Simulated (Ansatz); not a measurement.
**Effect of isotropic strain +2.25 % on CdGeAs2**

The parent structure is CdGeAs₂ in the chalcopyrite structure (space group I-42d, No. 122; a = 5.9420 Å, c = 11.3119 Å).

It is then changed as follows: the cell is scaled by 1.0225 in all directions, atoms relaxed at fixed cell.

Method: Ansatz (a program for electronic structure), PBEsol, PAW, cutoff 420 eV, without spin-orbit coupling. k-mesh 8×8×8 (Γ-centred); smearing 0.05 eV (Fermi–Dirac).

- Space group: I-42d (No. 122) (base I-42d (No. 122))
- Shortest interatomic distance: 249.9 pm (base 244.7 pm)
- Energy relative to the base (free energy F): +20 meV/atom
- Pressure (mean of the normal stresses, compression positive): -34.7 kbar (base 0.0 kbar)
- Band gap: 0.12 eV (uncertain: the Fermi level lies in a band; both cells) (base 0.13 eV)

Final structure:

```
CdGeAs2
1.0
   -3.03784     3.03784     5.78323
    3.03784    -3.03784     5.78323
    3.03784     3.03784    -5.78323
Cd Ge As
2 2 4
Direct
  0.00000   0.00000   0.00000
  0.75000   0.25000   0.50000
  0.50000   0.50000   0.00000
  0.25000   0.75000   0.50000
  0.87500   0.84881   0.47381
  0.15119   0.62500   0.02619
  0.37500   0.40119   0.52619
  0.59881   0.12500   0.97381
```

Whether these cells are dynamically stable was not tested. A zero or small gap of CdGeAs2 can be the functional's error rather than a property of the material.
